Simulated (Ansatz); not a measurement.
We consider spinel Al2CoO4 (cell taken from a computed entry), described by HSE06 in Ansatz (PAW).

Run with plane-wave cutoff 500 eV, 6×6×6 k mesh, gaussian smearing 0.02 eV, spin-polarised start, scalar-relativistic PAW data made under PBE.

Cell (relaxed with r²SCAN):

```
Al2CoO4
1.0
    0.00000     4.04681     4.04681
    4.04681     0.00000     4.04681
    4.04681     4.04681     0.00000
Al Co O
4 2 8
Direct
  0.62500   0.12500   0.62500
  0.62500   0.62500   0.62500
  0.12500   0.62500   0.62500
  0.62500   0.62500   0.12500
  0.00000   0.00000   0.00000
  0.25000   0.25000   0.25000
  0.38944   0.83169   0.38944
  0.86056   0.86056   0.86056
  0.83169   0.38944   0.38944
  0.86056   0.86056   0.41831
  0.38944   0.38944   0.83169
  0.41831   0.86056   0.86056
  0.38944   0.38944   0.38944
  0.86056   0.41831   0.86056
```

### Question
Predict the band gap.

### Answer

- band gap: 4.85 eV (on the SCF k mesh)

Note: the magnetic order was assumed, not searched for or taken from measurement; a magnet's gap depends somewhat on the PAW data; cell and atoms aren't relaxed at this level (largest force component 0.03 eV/Å).

The result took around 23 core-minutes (rough).

Ansatz is an electronic-structure program.
